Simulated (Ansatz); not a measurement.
## What uniaxial strain ε_xx = +2.13 % does to YB12

Start from YB$_{12}$ (space group Fm-3m, No. 225; a = 7.457 Å). Axes: x, y, z lie along the cube axes.

It is then changed as follows: uniaxial strain ε_xx = +2.13 %, all other strain components held at zero, atoms relaxed at fixed cell.

Computed with PBEsol (Ansatz, an electronic-structure program), no spin-orbit coupling. Γ-centred 9×9×9 mesh, Fermi–Dirac width 0.05 eV.

- Volume per atom: 8.15 Å³ (base 7.98 Å³)
- Space group: I4/mmm (No. 139) (base Fm-3m (No. 225))
- Energy relative to the base (free energy F): +4.8 meV/atom
- Pressure (mean of the normal stresses, compression positive): -4.5 GPa (base 0.0 GPa)
- Band gap: zero (base zero)
- Stress (xx, yy, zz, yz, xz, xy; compression positive): (-8.9, -2.4, -2.4, 0.0, 0.0, 0.0) GPa (rough)

Without a gap, meshes like the base's 9×9×9 leave anisotropic stresses uncertain by several tenths of a GPa, and small strain energies with them. Stability against distortions was not tested. The final runs are not spin-polarised. An odd electron count without spin: YB12.
